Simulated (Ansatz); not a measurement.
The starting structures come from a database of crystals and need not be the phases stable at ambient conditions.

 Where the default PAW files enter, the runs use the earlier of Ansatz's two default sets.

Inside the gap of an insulator the Bloch states are evanescent, with a wavenumber k + iκ along the transport direction.

Here is the system:

```
CELL_PARAMETERS angstrom
      5.52383     0.00000     0.00000
     -1.30440     5.36761     0.00000
      1.80503     2.29621     6.63096
ATOMIC_POSITIONS crystal
  Na 0.66340 0.33660 0.25000
  Na 0.33660 0.66340 0.75000
  Zn 0.00000 0.00000 0.00000
  Zn 0.00000 0.00000 0.50000
  S  0.32036 0.67964 0.25000
  S  0.67964 0.32036 0.75000
  O  0.12113 0.67751 0.14222
  O  0.87887 0.32249 0.85778
  O  0.32249 0.87887 0.35778
  O  0.67751 0.12113 0.64222
  O  0.58676 0.74224 0.10096
  O  0.41324 0.25776 0.89904
  O  0.25776 0.41324 0.39904
  O  0.74224 0.58676 0.60096
  F  0.91426 0.08574 0.25000
  F  0.08574 0.91426 0.75000
```

Space group of this cell: C2/c. The cell is taken as given; by r2SCAN its mean pressure is -5.0 GPa.

Transport runs along the normal of the first two printed cell vectors.

No gap correction and no spin-orbit coupling; mid-gap values are interpolated between computed energies.

Question: Compute, with Ansatz (a first-principles code) with r2SCAN, the band gap and the smallest decay constant κ at mid-gap.

Answer: Gap 4.91 eV on a 6×6×6 mesh; κ = 0.458 1/Å, at the zone centre.
